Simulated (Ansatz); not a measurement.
We consider BaAl2O4 (C2, No. 5, 14 atoms in the cell; start mp-1228007; a measured phase of this formula has another space group), described by G0W0@PBEsol in Ansatz (hard PAW, contour deformation).

The same calculation (at the PBEsol cell, 14.776 Å³/atom) with different numerical settings; throughout: k mesh 2×2×2:

```json
[
 {"run": "1", "response cutoff (eV)": "70", "empty bands": "505", "quasiparticle gap on the mesh (eV)": "5.821", "quasiparticle gap at Γ (eV)": "6.047", "rough time": "10 core-min"},
 {"run": "2", "response cutoff (eV)": "105", "empty bands": "929", "quasiparticle gap on the mesh (eV)": "5.998", "quasiparticle gap at Γ (eV)": "6.213", "rough time": "20 core-min"},
 {"run": "3", "response cutoff (eV)": "140", "empty bands": "1430", "quasiparticle gap on the mesh (eV)": "6.122", "quasiparticle gap at Γ (eV)": "6.330", "rough time": "40 core-min"},
 {"run": "4", "response cutoff (eV)": "175", "empty bands": "1998", "quasiparticle gap on the mesh (eV)": "6.210", "quasiparticle gap at Γ (eV)": "6.413", "rough time": "100 core-min"},
 {"run": "5", "response cutoff (eV)": "210", "empty bands": "2626", "quasiparticle gap on the mesh (eV)": "6.271", "quasiparticle gap at Γ (eV)": "6.470", "rough time": "3 core-h"},
 {"run": "6", "response cutoff (eV)": "280", "empty bands": "4043", "quasiparticle gap on the mesh (eV)": "…", "quasiparticle gap at Γ (eV)": "…", "rough time": "10 core-h"}
]
```

**Question.** What belongs in the gaps?

**Answer.** 
- 6, quasiparticle gap on the mesh (eV): 6.344
- 6, quasiparticle gap at Γ (eV): 6.538

In the column quasiparticle gap on the mesh (eV) the first row differs from the last by -0.523 and the next to last by -0.073.

The last row is no converged limit: other settings stay fixed.

Spin–orbit coupling is not included.

A start named mp-… is a Materials Project structure, which need not be a measured phase.

Ansatz is a quantum-chemistry and plane-wave program.
